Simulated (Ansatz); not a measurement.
Consider an 8-atom supercell of GaS in the beta-GaS type structure (space group P6_3/mmc, No. 194; layered, stacked along the Cartesian z axis) at its relaxed geometry.

```
GaS
1.0
    3.59081     0.00000     0.00000
   -1.79541     3.10973     0.00000
   -1.79541    -3.10973    15.44992
Ga S
4 4
Cartesian
  0.00000   2.07316   2.63834
  0.00000  -2.07316  10.36330
  0.00000  -2.07316  12.81157
  0.00000   2.07316   5.08662
  1.79541  -1.03658   9.27522
  1.79541   1.03658   1.55026
 -1.79541   1.03658   6.17470
 -1.79541  -1.03658  13.89966
```

Calculations: PBE-D3(BJ) in Ansatz (plane waves to 420 eV, PAW, spin-orbit coupling left out), earlier PAW set.

One neutral defect a cell, atoms relaxed at fixed cell.

One change was made to it. Results:

```tsv
quantity	base	after
pressure	0.0 GPa	-2.9 GPa
largest displacement of a host atom from its site in the perfect cell	–	0.73 Å
```

What was done to the base?
(A) Si on a S site
(B) S interstitial (started 2.41 Å from the nearest host atom), symmetric start
(C) W on a S site

C, W on a S site. For comparison, the pressure in the other runs: Si on a S site gives -0.9 GPa; S interstitial (started 2.41 Å from the nearest host atom), symmetric start gives 0.9 GPa.

Other magnetic orders, which the real material may have, were not ruled out. In so small a cell the defect repeats every few ångströms: this is an ordered compound, not a dilute defect. The mesh was chosen for an insulator and is coarse for the gapless case. Defects with a symmetric start kept the site's symmetry and may sit on a saddle; the others started slightly shaken. Starting moments died away, wholly or in part, for W on a S site, Si on a S site and S interstitial (started 2.41 Å from the nearest host atom); another magnetic solution may exist. The D3 term's C6 switches between coordination references near this geometry, which can add small steps to energies.

Ansatz is a quantum-chemistry and plane-wave program.
